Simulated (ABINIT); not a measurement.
Input and output of a self-consistent single point for Ag (Fm-3m, 1 atom in the cell) (ABINIT).

Method of the run: PBE, norm-conserving pseudopotentials (PseudoDojo nc-sr-05 PBE standard) (plane waves; ABINIT).

```yaml
crystal:
  lattice:
    - [0.00000, 2.05523, 2.05523]
    - [2.05523, 0.00000, 2.05523]
    - [2.05523, 2.05523, 0.00000]
  atoms:
    - { symbol: Ag, position: [0.00000, 0.00000, 0.00000] }
```

Reference input (self-consistent single point, DFT, PBE, plane waves, norm-conserving pseudopotentials (PseudoDojo nc-sr-05 PBE standard)): pseudos = [Ag.upf]; ecut = 1116 eV; ixc = 11; occopt = 3; tsmear = 0.00367493 Ha; ngkpt = 8 8 8; nshiftk = 1; shiftk = 0 0 0; potentials = PseudoDojo nc-sr-05 PBE standard; nband = 15; kptopt = 1; nstep = 100. This run's input differs from it in these lines:

```diff
@@ -17,7 +17,7 @@
 ixc 11
-occopt 3
-tsmear 0.00367493
+occopt 7
+tsmear 0.01837466
 nband 15
 kptopt 1
-ngkpt 8 8 8
+ngkpt 13 13 13
 nshiftk 1
```

Output (repeated stretches shortened):

```
--- !BeginCycle
solver: {iscf: 7, nstep: 100, nline: 4, wfoptalg: 0, }
tolerances: {toldfe: 1.00E-09, }
...

     iter   Etot(hartree)      deltaE(h)  residm     vres2
 ETOT  1  -154.96574322777    -1.550E+02 1.643E-01 5.767E+01
 ETOT  2  -155.00228777227    -3.654E-02 1.446E-02 6.304E+01
 ETOT  3  -155.01956675352    -1.728E-02 4.103E-03 4.579E-02
 ETOT  4  -155.01958221132    -1.546E-05 1.466E-03 3.933E-04
 ETOT  5  -155.01958223620    -2.488E-08 4.461E-03 9.035E-06
 ETOT  6  -155.01958223735    -1.151E-09 5.579E-04 6.621E-07
 ETOT  7  -155.01958223750    -1.485E-10 1.266E-03 9.423E-10
 ETOT  8  -155.01958223751    -2.814E-12 5.026E-04 9.878E-12
 At SCF step    8, etot is converged :
  for the second time, diff in etot=  2.814E-12 < toldfe=  1.000E-09

 Cartesian components of stress tensor (hartree/bohr^3)
  sigma(1 1)= -8.51697913E-05  sigma(3 2)=  0.00000000E+00
  sigma(2 2)= -8.51697913E-05  sigma(3 1)=  0.00000000E+00
  sigma(3 3)= -8.51697913E-05  sigma(2 1)=  0.00000000E+00

 ----iterations are completed or convergence reached----

 reduced coordinates (array xred) for    1 atoms
       0.000000000000      0.000000000000      0.000000000000
 cartesian forces (eV/Angstrom) at end:
    1      0.00000000000000     0.00000000000000     0.00000000000000
 frms,max,avg= 0.0000000E+00 0.0000000E+00   0.000E+00  0.000E+00  0.000E+00 e/A
 length scales=  1.889726132886  1.889726132886  1.889726132886 bohr
   [... lines left out ...]
 Fermi (or HOMO) energy (hartree) =   0.39369   Average Vxc (hartree)=  -0.46247
 Fermi (or HOMO) energy (eV) =  10.71296   Average Vxc (eV)= -12.58445
   [... lines left out ...]
total_energy        : -1.55019582237505E+02
total_energy_eV     : -4.21829735808159E+03
band_energy         : -1.32801625318389E+01
...

-Cartesian components of stress tensor (GPa)         [Pressure=  2.5058E+00 GPa]
- sigma(1 1)= -2.50578135E+00  sigma(3 2)=  0.00000000E+00
- sigma(2 2)= -2.50578135E+00  sigma(3 1)=  0.00000000E+00
- sigma(3 3)= -2.50578135E+00  sigma(2 1)=  0.00000000E+00

 Calculation completed.
```

The run converged in 8 iterations. Against the reference run the free energy drops by 39.2 meV/atom and the pressure goes from 3.01 to 2.51 GPa.

The starting cell has typed, rounded lattice constants, without a prior relaxation at this level. Its lattice was rescaled by up to half a per cent.
